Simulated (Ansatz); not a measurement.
**Response to strain in SnO2**

Base system: SnO₂ in the rutile structure (space group P4_2/mnm, No. 136).

Space group P4₂/mnm (No. 136); a = b = 4.8276 Å, c = 3.2381 Å, α = β = γ = 90.00°

```csv
atom,site,symmetry,x,y,z
Sn,2a,m.mm,0.0000,0.0000,0.0000
O,4f,m.2m,0.3066,0.3066,0.0000
```

Strains are applied to the cell and any free atomic positions relax.

Calculations: Kohn–Sham DFT with the PBE functional, run in Ansatz (a first-principles code) with PAW and 420 eV plane waves, scalar-relativistic without spin-orbit coupling.

Base values:

| Property | Value |
|---|---|
| Band gap | 0.68 eV |

Question: The aim is a band gap between 1.19 eV and 1.33 eV. Which of these changes reaches it?
(A) isotropic strain −1.80 %
(B) isotropic strain −0.60 %
(C) isotropic strain −3.00 %

Answer: A, isotropic strain −1.80 %. It gives 1.26 eV; isotropic strain −0.60 % gives 0.87 eV; isotropic strain −3.00 % gives 1.69 eV. Changes not listed may reach it too

Gaps are Kohn–Sham eigenvalue differences; semilocal functionals usually give less than the measured gap. Whether these cells are dynamically stable was not tested.
